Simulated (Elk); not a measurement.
Elk run on GeOs (Fm-3m, 2 atoms in the cell): self-consistent single point.

Method of the run: PBE, all-electron FP-LAPW, Elk's shipped species files, LAPW+lo basis (Elk).

```
GeOs
1.0
    0.00000     2.79886     2.79886
    2.79886     0.00000     2.79886
    2.79886     2.79886     0.00000
Ge Os
1 1
Direct
  0.00000   0.00000   0.00000
  0.50000   0.50000   0.50000
```

Reference input (self-consistent single point, DFT, PBE, all-electron FP-LAPW, Elk's shipped species files, LAPW+lo basis): xctype = 20; rgkmax = 8; stype = 1; swidth = 0.00367493 Ha; ngridk = 8 8 8; gmaxvr = 16 1/bohr; nxoapwlo = 1; rmtscf = 0.96. This run's input differs from it in these lines:

```diff
@@ -7,3 +7,3 @@
 rgkmax
-  8.0
+  9.12
```

Output (repeated stretches shortened):

```
│ Self-consistent loop started │
│ Loop number : 1 │
 total energy                :     -19388.3277242
│ Loop number : 2 │
 total energy                :     -19388.3811324
RMS change in Kohn-Sham potential (target) :   0.1447641398     (  0.1000000000E-05)
Absolute change in total energy (target)   :   0.5340824094E-01 (  0.1000000000E-03)
│ Loop number : 3 │
 total energy                :     -19388.1573504
RMS change in Kohn-Sham potential (target) :   0.1407474345     (  0.1000000000E-05)
Absolute change in total energy (target)   :   0.2104299433     (  0.1000000000E-03)
│ Loop number : 4 │
   [... lines left out ...]
Absolute change in total energy (target)   :   0.5788850831E-03 (  0.1000000000E-03)
│ Loop number : 14 │
 total energy                :     -19381.1488947
RMS change in Kohn-Sham potential (target) :   0.4628083685E-06 (  0.1000000000E-05)
Absolute change in total energy (target)   :   0.1520974001E-03 (  0.1000000000E-03)
│ Loop number : 15 │
 total energy                :     -19381.1488817
RMS change in Kohn-Sham potential (target) :   0.2755810472E-06 (  0.1000000000E-05)
Absolute change in total energy (target)   :   0.5104190495E-04 (  0.1000000000E-03)
Convergence targets achieved

│ Loop number : 16 │

Energies :
 Fermi                       :     0.246552114569
 total energy                :     -19381.1488664

Density of states at Fermi energy :    138.0928346
 (states/Hartree/unit cell)

Estimated indirect band gap :   0.1687013596E-02
 from k-point     24 to k-point     21
Estimated direct band gap   :   0.3302241784E-02
 at k-point     26

Charges :
 core                        :    64.00000000
 valence                     :    44.00000000
 interstitial                :    3.355225501
 muffin-tins (core leakage)
  species :    1 (Ge)
   atom    1                 :    30.11810956     (  0.5648484986E-03)
  species :    2 (Os)
   atom    1                 :    74.52666494     (  0.4999053260E-07)
 total in muffin-tins        :    104.6447745
 total calculated charge     :    107.9877296
 total charge                :    108.0000000
 error                       :   0.1227044783E-01

│ Self-consistent loop stopped │
```

The run converged in 16 iterations. The count includes the last loop, which Elk runs after its targets are met. Against the reference run the total energy drops by 74.3 meV/atom.

The starting cell was generated: these elements placed on a structure prototype, without a prior relaxation; it need not be a known phase or ordering of this composition. Its lattice was rescaled by a random factor within 2.5 % of one. Spin-orbit coupling is off. Spin polarisation is off. Values depend on the basis (sphere radii, cutoffs, local orbitals), which need not be converged. The log's line on a gap gives a spacing of levels on this mesh, which the program prints for metals too.
